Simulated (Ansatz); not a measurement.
System: N-vacancy pair (N on one host C site, one C site vacant) in 4H silicon carbide (charge state +1). Level of theory: PBE, PAW (plane waves to 420 eV; Ansatz, a quantum-chemistry and plane-wave program).

72-site cell at the relaxed PBE lattice, the Γ point alone, smearing 0.01 eV, spin-restricted, no finite-size correction. No zero-point or tunnelling terms. The charge state is imposed; whether it is stable for some Fermi level was not computed. Forms of the defect that were not tried may lie lower. The start lies 0.44 eV above the lowest site run (PBE). The order of the sites in energy changes with the mesh.

Barriers: single points on a 2×2×2 k-point mesh shifted by half a step along c at the bands' geometries (they differ from the bands' own by up to 0.13 eV, and are uncertain by about as much).

Relaxed starting cell (atoms counted from 1):

```xyz
71
Lattice="9.2823 0.0000 0.0000 -4.6411 8.0387 0.0000 0.0000 0.0000 10.1293" Properties=species:S:1:pos:R:3 pbc="T T T"
Si    -0.0104     0.1206     5.1336
Si    -1.5728     2.6550     5.1109
Si    -3.1178     5.3636     5.0724
Si     3.0902    -0.0056     5.0651
Si     1.5602     2.6591     5.0982
Si    -0.0051     5.3557     5.0705
Si     6.1804    -0.0064     5.0644
Si     4.6363     2.6951     5.0714
Si     3.1081     5.3639     5.0711
Si    -0.0044    -0.0044    10.1240
Si    -1.5492     2.6799    10.1135
Si    -3.1004     5.3515    10.1390
Si     3.0899    -0.0085    10.1280
Si     1.5413     2.6806    10.1114
Si    -0.0047     5.3563    10.1301
Si     6.1829    -0.0086    10.1284
Si     4.6364     2.6837    10.1291
Si     3.0915     5.3513    10.1369
Si     1.5585     0.8839     7.6077
Si    -0.0059     3.5793     7.6069
Si    -1.5468     6.2460     7.6031
Si     4.6358     0.8900     7.6029
Si     3.1073     3.5792     7.6095
Si     1.5366     6.2459     7.6028
Si     7.7127     0.8841     7.6090
Si     6.1622     3.5808     7.6140
Si     4.6360     6.1852     7.6455
Si     0.0012     1.8050     2.4865
Si    -1.5500     4.4575     2.5121
Si    -3.1134     7.1637     2.5215
Si     3.0824     1.7914     2.5007
Si     1.5429     4.4595     2.5095
Si    -0.0046     7.1451     2.5207
Si     6.1939     1.7911     2.5017
Si     4.6373     4.4688     2.5182
Si     3.1052     7.1638     2.5195
N     -0.0061    -0.0483     7.0325
C     -1.5439     2.6632     6.9786
C     -3.1001     5.3672     6.9625
C      3.0783    -0.0086     6.9612
C      1.5282     2.6606     6.9697
C     -0.0051     5.3557     6.9642
C      6.1936    -0.0088     6.9608
C      4.6356     2.6726     6.9583
C      3.0895     5.3668     6.9613
C     -0.0034    -0.0008     1.8687
C     -1.5661     2.6916     1.8571
C     -3.0981     5.3678     1.9131
C      3.0855     0.0012     1.8986
C      1.5624     2.6937     1.8529
C     -0.0043     5.3584     1.8995
C      6.1880     0.0011     1.8987
C      4.6379     2.6813     1.9004
C      3.0911     5.3682     1.9107
C      1.5374     0.8828     9.4908
C     -0.0044     3.5730     9.5015
C     -1.5544     6.2457     9.5100
C      4.6365     0.8917     9.5103
C      3.0960     3.5741     9.4993
C      1.5450     6.2456     9.5097
C      7.7355     0.8822     9.4922
C      6.1768     3.5744     9.5034
C      4.6368     6.2349     9.5115
C     -1.5291     4.4352     4.4419
C     -3.1269     7.1966     4.4542
C      3.0703     1.7701     4.4262
C      1.5205     4.4401     4.4391
C     -0.0063     7.1385     4.4448
C      6.2022     1.7696     4.4264
C      4.6364     4.4672     4.4416
C      3.1145     7.1947     4.4512
```
Cell charge +1.

End state 1 differs by these moves (Å; atoms that move under 0.08 Å are left out):

| atom | element | Δx | Δy | Δz |
|---|---|---|---|---|
| 1 | Si | -0.11 | -0.18 | 0.00 |
| 71 | C | 1.49 | 2.58 | 0.00 |

Question: Give the forward and backward barriers to end state 1 at the level PBE, PAW.

Answer: forward 3.16 eV, backward 3.16 eV; at the saddle point atom 71 has neighbours Si at 1.82, Si at 2.11, Si at 2.16, Si at 2.18, Si at 2.27 Å. The saddle point's order was not checked.
